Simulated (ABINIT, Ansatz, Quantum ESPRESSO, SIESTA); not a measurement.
# Code comparison for Ga3Tc (I4/mmm, 4 atoms in the cell)

Self-consistent single point.

```xyz
4
Lattice="-1.8956 1.8956 4.0457 1.8956 -1.8956 4.0457 1.8956 1.8956 -4.0457" Properties=species:S:1:pos:R:3 pbc="T T T"
Ga     0.0000     1.8956     2.0229
Ga     1.8956     0.0000     2.0229
Ga     0.0000     0.0000     4.0457
Tc     0.0000     0.0000     0.0000
```

All programs got the same cell, k-point mesh and kind of occupations (in Ansatz's words: kpoints.mp_grid.grid = 9 9 9; scf.occupations.method = gaussian; scf.occupations.width = 0.1 eV); potentials, basis and cutoffs are each program's usual ones.

| code | model | pressure (GPa) | k-points | cutoff |
|---|---|---|---|---|
| Quantum ESPRESSO | LDA (PZ), GBRV 1.5 ultrasoft (LDA) pseudopotentials | -5.89 | 75 | 50 Ry |
| Ansatz | LDA (PW92), PAW files | -5.68 | 75 | 500 eV |
| SIESTA | LDA PW92, numerical atomic orbitals DZP, PseudoDojo LDA standard norm-conserving potentials (rewritten from UPF to PSML) | -3.63 | 365 | grid 300 Ry |
| ABINIT | LDA (PW92), PAW (JTH v2.0 LDA PAW) | -5.65 | 75 | 40 Ry |

The spread over the programs that give each value: pressure within 2.26 GPa.

The starting cell comes from a database of computed structures (which also holds hypothetical and non-ambient phases and stackings), without a prior relaxation at this level. On Ansatz's run: Spin polarisation is off. In the base run, with a pressure of about -6 GPa the cell is away from its equilibrium volume at this level.

Question: Why do the programs differ, and what cannot be compared?

Answer: Differences of this kind can come from the potentials, where these differ, and from what each basis and cutoff leave unconverged. The valence holds different numbers of electrons (Quantum ESPRESSO 72, Ansatz (an electronic-structure program) 54, SIESTA 54, ABINIT 54). The zero of total energies and Fermi levels follows the potentials and each program's conventions, so they are not compared here. SIESTA uses small atom-centred bases, whose incompleteness enters pressures, forces and empty levels differently from a plane-wave cutoff. Ansatz's pressure is given at a fixed set of plane waves, as the other plane-wave codes print theirs; with its correction for the finite basis it is -5.65 GPa. The same LDA comes in different parametrisations, which differ slightly. The programs reduce the same mesh by symmetry to different extents, which changes the work and not the result. In the pressure, SIESTA (by 2.04) lies more than 1 GPa from the median of the plane-wave programs.

Left out of this page: Elk (not drawn, or without a comparable value); FLEUR (with a known weakness of the program).

Keys are those of Ansatz 0.2.
